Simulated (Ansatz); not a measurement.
```xyz
1
Lattice="0.0000 1.8776 1.8963 1.8776 0.0000 1.8963 1.8776 1.8776 0.0000" Properties=species:S:1:pos:R:3 pbc="T T T"
Rh     0.0000     0.0000     0.0000
```

No spin polarisation.

Computed with Ansatz (a first-principles code), LDA, PAW, cutoff 420 eV, no spin-orbit coupling. k-mesh 30×30×30 (Γ-centred); smearing 0.1 eV (Fermi–Dirac).

### Question
Predict the band gap, pressure and space group.

### Answer
The band gap is zero and the pressure (mean of the normal stresses, compression positive) is -3.0 GPa. The space group is I4/mmm (No. 139).

The cells carry an imposed strain or load. No phonon test of stability was made. The final runs are not spin-polarised. The cell was made from Rh in the fcc (Cu type) structure (space group Fm-3m, No. 225) by this change: uniaxial strain ε_zz = +1.00 %.
